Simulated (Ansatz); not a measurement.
Base system: InSb in the zinc blende structure (space group F-43m, No. 216; a = 6.635 Å).

All numbers come from PBE (Ansatz, a program for electronic structure, PAW, scalar-relativistic without spin-orbit coupling).

Before the change:

* **Pressure**: 0.0 GPa
* **Band gap**: zero

One thing is altered: an isotropic linear strain of +1.00 %; the atoms relax in the strained cell.

Predict the new energy relative to the base.

The energy increases by 3.6 meV/atom.

What does the calculation give for the pressure after the change?

The pressure goes from zero to -1.0 GPa.

How does this affect the band gap?

The band gap remains zero.

With Sb present, leaving out spin-orbit coupling can change the band edges. No phonon test of stability was made. All final runs are without spin polarisation. The zero or small gap of InSb can change with the level of theory.
